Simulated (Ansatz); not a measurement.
We consider Cu3Sn (P6₃/mmc, No. 194; cell taken from a computed entry), described by PBEsol (plane waves, PAW; Ansatz, an electronic-structure program).

Run with plane-wave cutoff 500 eV, 12×12×14 k mesh (along the axes of the cell as run), Fermi–Dirac smearing 0.1 eV, no spin polarisation, scalar-relativistic PAW data made under PBE.

Computed at the level's own relaxed cell.

Task: What does this level give for the equilibrium volume per atom, equilibrium lattice constant a and c axis length?

Result: 
* **equilibrium volume per atom**: 13.84 Å³/atom
* **equilibrium lattice constant a**: 5.488 Å
* **c axis length**: 4.243 Å

The run finds no gap.

Note: the relaxation could not lower the start's symmetry, so the cell can be a saddle point above a distorted one.

Spin–orbit coupling is not included.

The computed numbers hold no vibrational or temperature effects.
